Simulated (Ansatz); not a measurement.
We consider cubic perovskite CsSnI₃ (cubic high-temperature phase), described by LDA (plane waves, PAW; Ansatz, a program for electronic structure).

Numerical settings: plane-wave cutoff 520 eV, 6×6×6 k mesh, Fermi–Dirac smearing 0.01 eV, scalar-relativistic PAW data made under PBE.

Cell (relaxed at this level):

```
CELL_PARAMETERS angstrom
      6.03430     0.00000     0.00000
      0.00000     6.03430     0.00000
      0.00000     0.00000     6.03430
ATOMIC_POSITIONS crystal
  Cs 0.00000 0.00000 0.00000
  Sn 0.50000 0.50000 0.50000
  I  0.50000 0.00000 0.50000
  I  0.00000 0.50000 0.50000
  I  0.50000 0.50000 0.00000
```

Problem. Estimate the bulk modulus that the calculation returns.

Solution. 
- bulk modulus = 21.0 GPa

The run finds no gap.

Note: the relaxation could not lower the start's symmetry, so the cell can be a saddle point above a distorted one.

Spin–orbit coupling is not included; it can open a gap where bands touch, and shift volumes and moduli.

The computed numbers hold no vibrational or temperature effects.

Computing time: very roughly 4 core-minutes.
